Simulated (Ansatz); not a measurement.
## RuAl (model structure, started from the NaTl type, Fd-3m, No. 227, 4 atoms in the cell): formation enthalpy by level of theory

No measured value is used here.

```
level (code)         value (eV/atom)
-------------------  ---------------
PBE (Ansatz)                     ___
PBEsol (Ansatz)               -0.138
PBE-D3(BJ) (Ansatz)           -0.166
```

Fill in the missing entries.


- PBE (Ansatz, an electronic-structure program), value (eV/atom): -0.157

Each level is taken at its own relaxed cell. Ansatz's density-functional and Hartree–Fock values are scalar-relativistic unless marked +SOC, with PAW data made under PBE.

A model structure was made by putting elements into a prototype or built by hand; it is no filed structure, need not be a known phase, and can be a saddle point held by its symmetry.
